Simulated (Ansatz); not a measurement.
Take C (space group I4_132, No. 214; a hypothetical phase, not in the database extracts checked; relaxed with 0.1 eV smearing) as the base.

```xyz
4
Lattice="-2.0526 2.0526 2.0526 2.0526 -2.0526 2.0526 2.0526 2.0526 -2.0526" Properties=species:S:1:pos:R:3 pbc="T T T"
C      1.5395     0.5132    -0.5132
C      0.5132    -0.5132     1.5395
C     -0.5132     1.5395     0.5132
C      0.5132     0.5132     0.5132
```

Cartesian axes are those of the cell as printed.

All numbers come from Kohn–Sham DFT with the PBEsol functional, run in Ansatz (an electronic-structure program) with PAW and 420 eV plane waves, no spin-orbit coupling.

Before the change:

The pressure comes out as 0.0 GPa and the shortest interatomic distance is 1.451 Å. The band gap comes out as zero.

Modification: the cell is stretched by 4.61 % along y with no lateral relaxation; the atoms relax in the strained cell.

Problem. Estimate the effect on the energy relative to the base, pressure, shortest interatomic distance and band gap.

Solution. The energy grows by 12 meV/atom; the pressure (mean of the normal stresses, compression positive) goes from zero to -11.2 GPa; the shortest interatomic distance goes up by 0.018 Å (1.451 Å → 1.469 Å); the band gap is still zero.

Whether these cells are dynamically stable was not tested.
